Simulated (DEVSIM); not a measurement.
Device: Pt/La2O3/SiO2/p-Si capacitor, at 300 K.

| layer (left to right) | material | thickness (nm) | Na (cm⁻³) |
|---|---|---|---|
| 1 | La2O3 | 3.00 | - |
| 2 | SiO2 | 0.960 | - |
| 3 | Si | 2000 | 7.9e16 |

Metal gate on the left, work function 5.6 eV. Fixed charge at the semiconductor interface -7.3e11 cm⁻² (in units of +e); no interface traps.

The device is made up for the run: typed textbook-type constants, with dimensions and the other settings drawn at random. Values at 300 K.

| parameter | La2O3 | SiO2 | Si |
|---|---|---|---|
| gap (eV) | 5.8 | 9 | 1.124 |
| affinity (eV) | 1.8 | 0.9 | 4.05 |
| permittivity | 27 | 3.9 | 11.7 |
| Nc (cm⁻³) | - | - | 2.86e19 |
| Nv (cm⁻³) | - | - | 3.1e19 |

Model (solved in DEVSIM): 1D Poisson equation in equilibrium, Boltzmann statistics, complete ionisation; no quantum confinement or tunnelling. Metal contacts follow the ideal Schottky-Mott rule: no Fermi-level pinning, no interface dipoles.

The interface trap density was swept, all else fixed.

```tsv
interface trap density (cm^-2 eV^-1)	minimum of the low-frequency capacitance (μF/cm²)	threshold voltage (band bending 2φF) (V)	flat-band voltage (V)
0	0.0955	1.50	0.63
1e10	0.0970	1.50	0.63
1e11	0.110	1.51	0.63
3e11	0.139	1.52	0.62
1e12	0.236	1.55	0.62
2e12	0.360	1.59	0.60
```

From the first row to the last the minimum of the low-frequency capacitance goes from 0.0955 to 0.360. From the first row to the last the threshold voltage (band bending 2φF) goes from 1.50 to 1.59.
